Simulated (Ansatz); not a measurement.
Phonon-limited transport in TiFe (Pm-3m)

Input:

```
CELL_PARAMETERS angstrom
      2.91649     0.00000     0.00000
      0.00000     2.91649     0.00000
      0.00000     0.00000     2.91649
ATOMIC_POSITIONS crystal
  Ti 0.00000 0.00000 0.00000
  Fe 0.50000 0.50000 0.50000
```

Method: PBEsol, DFPT electron-phonon coupling, linearised Boltzmann equation (plane waves, PAW, scalar-relativistic; Ansatz, a first-principles code). How the cell was made: relaxed with this functional, without spin-orbit coupling.

The resistivity at 800 K is 21 μΩ·cm. The resistivity at 77 K is 0.47 μΩ·cm and the electron mean free path at 800 K (weighted by the current that each state carries) comes out as 11.2 nm. The electron-phonon coupling λ is 0.113 and the transport coupling λ_tr comes out as 0.108. The logarithmic mean phonon energy is 28 meV. The Hall coefficient at 800 K is 104 ×10⁻¹¹ m³/C, the Tc for μ* = 0.10 (anisotropic Eliashberg) is below 1 K and the Tc for μ* = 0.13 (anisotropic Eliashberg) is below 1 K.

A metal at this level (no band gap). Only scattering by harmonic phonons is included (no impurities, grain boundaries, electron-electron scattering or thermal expansion). Spin-orbit coupling is left out. Halving the electron mesh (28x28x28) moves the resistivity by up to 12 % at 800 K, the mean free path by up to 8 %, the coupling by up to 3 %. Smearing 0.20 eV; phonons on a 5x5x5 q mesh, which this run doesn't test and which matters most at low temperature. Tc comes from the anisotropic Migdal-Eliashberg equations with μ*, a chosen number, referred to 31 meV.

Formula and space group known from diffraction (Crystallography Open Database), not checked to be the room-temperature form: TiFe (Pm-3m). Treated as nonmagnetic (a ferromagnetic start lost its moment, other orders weren't tried): TiFe (Pm-3m).
